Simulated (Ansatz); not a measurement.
Data:

```
CdS
1.0
    0.00000     2.86543     2.86543
    2.86543     0.00000     2.86543
    2.86543     2.86543     0.00000
S Cd
1 1
Direct
  0.75000   0.75000   0.75000
  0.00000   0.00000   0.00000
```

A single point on CdS with a change (isotropic strain −2.50 %), its geometry relaxed with r2SCAN.

All numbers come from plane-wave PAW DFT at the HSE06 level (Ansatz, a quantum-chemistry and plane-wave program, 420 eV), spin-orbit coupling included. k-mesh 6×6×6 (Γ-centred); smearing 0.01 eV (Fermi–Dirac).

Problem. Estimate the band gap.

Solution. 2.27 eV.

Problem. Estimate the valence-band top at Γ (three highest Kramers pairs, from the VBM).

Solution. 0.00, 0.00, -0.06 eV.

Single points use the geometry relaxed with r2SCAN. Stability against distortions was not tested. The cell was made from CdS in the zinc blende structure (space group F-43m, No. 216) by this change: isotropic strain −2.50 %.
